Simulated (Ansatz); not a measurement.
**Pressure series in CuI**

Base system: CuI in the zinc blende structure (space group F-43m, No. 216).

```
CELL_PARAMETERS angstrom
      0.00000     2.96965     2.96965
      2.96965     0.00000     2.96965
      2.96965     2.96965     0.00000
ATOMIC_POSITIONS crystal
  I  0.75000 0.75000 0.75000
  Cu 0.00000 0.00000 0.00000
```

Cell and atoms are relaxed at each pressure.

Method: PBEsol (Ansatz, an electronic-structure program; PAW; 420 eV plane waves; spin-orbit coupling left out).

Candidates:
(a) pressure 9 GPa
(b) pressure 0.9 GPa
(c) pressure 30 GPa
(d) pressure 2.1 GPa

For the base:

| Property | Result |
|---|---|
| Band gap | 1.17 eV |

Problem. Order them by band gap, highest first.

Solution. (c) pressure 30 GPa (1.75 eV), (a) pressure 9 GPa (1.58 eV), (d) pressure 2.1 GPa (1.29 eV), (b) pressure 0.9 GPa (1.22 eV)

Spin-orbit coupling, missing from the scalar runs, can matter with I. Load acts through the strain it causes; cell and atoms are relaxed under it. No phonon test of stability was made. Tetrahedral semiconductors of this kind turn to denser phases somewhere between about 1 and 50 GPa; those were not computed, so compressed cells here can lie past the real transition. The final runs are not spin-polarised.
